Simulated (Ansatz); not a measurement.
Au (fcc (Cu type), Fm-3m); conventional cell a = b = c = 4.0474 Å, α = β = γ = 90.00°.

Spin-orbit coupling is not included.

**Question.** What linear thermal expansion coefficient does the quasi-harmonic free energy on DFT at the LDA level (Ansatz, a first-principles code) give at 200 K, and what isobaric heat capacity per mole of formula units and Grüneisen parameter?

**Answer.** α = 14.3 × 10⁻⁶ K⁻¹; C_P = 24.8 J/(mol K); γ = 3.27. Whether this phase is the stable one at each condition was not tested.

The PAW data sets were generated under PBE and serve the other functionals too.
